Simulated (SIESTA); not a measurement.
Band structure of InSnTe2 (R-3m, 4 atoms in the cell).

```
InSnTe2
1.0
    2.23243     1.28889     7.22834
   -2.23243     1.28889     7.22834
    0.00000    -2.57779     7.22834
In Sn Te
1 1 2
Cartesian
  0.00000   0.00000   0.00000
  0.00000   0.00000  10.84251
  0.00000   0.00000  16.24483
  0.00000   0.00000   5.44019
```

Computed with LDA PW92, numerical atomic orbitals TZP, PseudoDojo LDA standard norm-conserving potentials (rewritten from UPF to PSML) run with SIESTA 5.4.2.

Settings: XC.functional = LDA; XC.authors = PW92; potentials = PseudoDojo LDA standard; PAO.BasisSize = TZP; PAO.EnergyShift = 0.01 Ry; MeshCutoff = 350 Ry; kgrid.MonkhorstPack = 6 6 6; OccupationFunction = FD; ElectronicTemperature = 1160.45 K; MaxSCFIterations = 150; SCF.Mixer.Method = Broyden; SCF.Mixer.Weight = 0.1; SCF.Mixer.History = 6; SCF.DM.Tolerance = 1.0E-05.

The starting cell comes from a database of computed structures (which also holds hypothetical and non-ambient phases and stackings), without a prior relaxation at this level. Spin-orbit coupling is off. Values carry the incompleteness of an atom-centred basis.

Levels in eV from the Fermi level, bands 26 to 31:
```
point     26     27     28     29     30    31
-----  -----  -----  -----  -----  -----  ----
Γ      -1.57  -1.50  -1.28  -1.28   0.77  1.21
L      -3.35  -2.58  -2.33  -1.68  -1.39  3.14
B1     -3.97  -2.71  -2.57  -1.14  -0.73  2.57
B      -3.97  -2.71  -2.57  -1.14  -0.73  2.57
Z      -1.54  -1.40  -1.40  -0.32   0.04  2.05
X      -3.60  -3.17  -2.31  -1.43  -0.05  1.69
Q      -3.60  -3.17  -2.31  -1.43  -0.05  1.69
F      -3.15  -3.09  -1.26  -1.22   0.85  1.26
P1     -3.07  -2.90  -1.89  -1.47   0.20  1.46
P      -3.07  -2.90  -1.89  -1.47   0.20  1.46
```

Bands cross the Fermi level along this path, so the cell is metallic at this level.

Higher empty bands are left out: an atom-centred basis made for the valence describes them poorly.
